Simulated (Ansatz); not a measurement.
System: Cu₃Sn (P6₃/mmc, No. 194; cell taken from a computed entry). Method: PBEsol (Ansatz, a first-principles code, plane waves, PAW).

Settings: plane-wave cutoff 520 eV, 12×12×14 k mesh (along the axes of the cell as run), Fermi–Dirac smearing 0.05 eV, no spin polarisation, scalar-relativistic PAW data made under PBE.

Cell (relaxed at this level):

```
Cu3Sn
1.0
    5.48695     0.00000     0.00000
   -2.74347     4.75184     0.00000
    0.00000     0.00000     4.24307
Cu Sn
6 2
Cartesian
 -1.46274   4.01240   3.18230
  4.20621   0.73943   1.06077
  1.28073   0.73943   1.06077
  1.46274   4.01240   3.18230
  0.00000   1.47887   3.18230
  2.74347   3.27297   1.06077
  0.00000   3.16789   1.06077
  2.74347   1.58395   3.18230
```

**Question.** What does this level give for the bulk modulus?

**Answer.** 
- bulk modulus: 127 GPa

The run finds no gap.

Note: the bulk modulus is −V dP/dV from two relaxed cells at ±2 % in volume; the relaxation could not lower the start's symmetry, so the cell can be a saddle point above a distorted one.

Spin–orbit coupling is not included.
